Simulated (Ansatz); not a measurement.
For TaSi (model structure, started from the CoSn type, P6/mmm, No. 191, 6 atoms in the cell), PBEsol in Ansatz (PAW) gives:

```
Item                              Value
------------------------------  -------
equilibrium lattice constant a  5.520 Å
lattice parameter c             4.243 Å
```

Problem. What does PBE-D3(BJ) in Ansatz (plane waves, PAW) give for the same quantities?

Solution. 
- lattice constant a: 5.532 Å (grows by 0.2 %)
- lattice parameter c: 4.223 Å (drops by 0.5 %)

Changes are worked out from the printed values.

Unless a cell is named, each level is at its own relaxed cell (PBEsol 18.66, PBE-D3(BJ) 18.66 Å³/atom).

Levels without +SOC leave out spin–orbit coupling, which shifts energies and cells of such heavy elements.

Ansatz's density-functional and Hartree–Fock values are scalar-relativistic unless marked +SOC, with PAW data made under PBE.

A model structure was made by putting elements into a prototype or built by hand; it is no filed structure, need not be a known phase, and can be a saddle point held by its symmetry.

Ansatz is a first-principles code.
